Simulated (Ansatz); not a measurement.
PtS (P4_2/mmc), PBEsol, rigid bands in Ansatz (an electronic-structure program): N_c = 2.87e19 cm⁻³ at 300 K and an electron conductivity mass of 0.688 mₑ along z (a = (3.48, 0.00, 0.00) Å; b = (0.00, 3.48, 0.00) Å; c = (0.00, 0.00, 6.07) Å).

Question: For 1e17 electrons per cm³ at 300 K, place the Fermi level, estimate the Seebeck coefficient of a parabolic band with constant τ, and give mobility and conductivity for τ = 10 fs.

Answer: The level lies k_BT ln(N_c/n) = 0.146 eV below the conduction-band minimum. S ≈ −(k_B/e)[ln(N_c/n) + 5/2] = -703 μV/K, against -733 μV/K from the full bands (mean over directions). μ = eτ/m = 25.6 cm²/(V·s) and σ = neμ = 0.410 S/cm. τ is assumed, not computed.

Band transport and this doping are assumed; polarons and phonon drag are left out. Spin-orbit coupling is left out; with 5d elements it also splits d-like band edges.

Formula and space group known from diffraction (Crystallography Open Database), not checked to be the room-temperature form: PtS (P4_2/mmc).
